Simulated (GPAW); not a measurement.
Worked example: self-consistent single point of Al (Fm-3m, 1 atom in the cell) in GPAW.

Level of theory: PBEsol, GPAW PAW datasets PBEsol (made by gpaw-setup) (plane waves; GPAW).

```xyz
1
Lattice="0.0000 2.0311 2.0311 2.0311 0.0000 2.0311 2.0311 2.0311 0.0000" Properties=species:S:1:pos:R:3 pbc="T T T"
Al     0.0000     0.0000     0.0000
```

Reference input (self-consistent single point, DFT PBEsol, plane waves, GPAW PAW datasets PBEsol (made by gpaw-setup)): mode = pw; ecut = 600 eV; xc = PBEsol; kpts = 14 14 14; mesh shift (steps) = 0 0 0; occupations.name = methfessel-paxton; occupations.width = 0.1 eV; occupations.order = 0; nbands = -5; convergence.forces = 0.001 eV/Å; symmetry.symmorphic = false; symmetry.tolerance = 0.0005. This run's input differs from it in these lines:

```diff
@@ -13,4 +13,4 @@
             xc='PBEsol',
-            kpts={'size': (14, 14, 14), 'gamma': True},
-            occupations={'name': 'methfessel-paxton', 'width': 0.1, 'order': 0},
+            kpts=(23, 23, 23),
+            occupations={'name': 'methfessel-paxton', 'width': 1.0, 'order': 1},
             nbands=-5,
```

Log, with long lists cut:

```
     iter     time        total  log10-change:
                         energy   eigst   dens  force
iter:   1 --:--:--    -4.086465
iter:   2 --:--:--    -4.086451   -2.89  -0.94
iter:   3 --:--:--    -4.081953   -2.87  -0.96
iter:   4 --:--:--    -4.081611   -5.13  -1.92
iter:   5 --:--:--    -4.081618c  -6.58  -2.37
iter:   6 --:--:--    -4.081705c  -5.12  -2.39
iter:   7 --:--:--    -4.081704c  -8.28c -3.16
iter:   8 --:--:--    -4.081706c  -6.35  -3.02
iter:   9 --:--:--    -4.081706c  -8.07c -4.02c
iter:  10 --:--:--    -4.081706c  -8.58c -4.30c -24.86c
Converged after 10 iterations.

Dipole moment: (-0.000000, 0.000000, -0.000000) |e|*Ang

Energy contributions relative to reference atoms: (reference = -6590.127727)

Kinetic:         +3.477546
Potential:       -1.679515
External:        +0.000000
XC:              -5.873378
Entropy (-ST):   -0.000269
Local:           -0.006181
SIC:             +0.000000
--------------------------
Free energy:     -4.081796
Extrapolated:    -4.081706

Showing only first 2 kpts
 Kpt  Band  Eigenvalues  Occupancy
  0     0     -4.07047    2.00000
  0     1     19.49023   -0.00000
  0     2     19.49030   -0.00000

  1     0     -4.00266    2.00000
  1     1     18.73540   -0.00000
  1     2     18.73541   -0.00000

Fermi level: 6.95707

No gap
No difference between direct/indirect transitions
Energy (eV): -4.081706

Forces in eV/Ang:
  0 Al    0.00000    0.00000   -0.00000

Stress tensor:
     0.015763     0.000000     0.000000
     0.000000     0.015763    -0.000000
     0.000000    -0.000000     0.015763
Stress (GPa, Voigt): [ 2.5255  2.5255  2.5255 -0.      0.      0.    ]
```

The run converged in 10 iterations. GPAW prints stress with tension positive. Against the reference run the free energy goes down by 7.1 meV/atom and the pressure goes from -2.74 to -2.53 GPa.

The starting cell has typed, rounded lattice constants, without a prior relaxation at this level. Its lattice was rescaled by up to half a per cent.

Cost on one core of a shared machine: roughly 40 s.
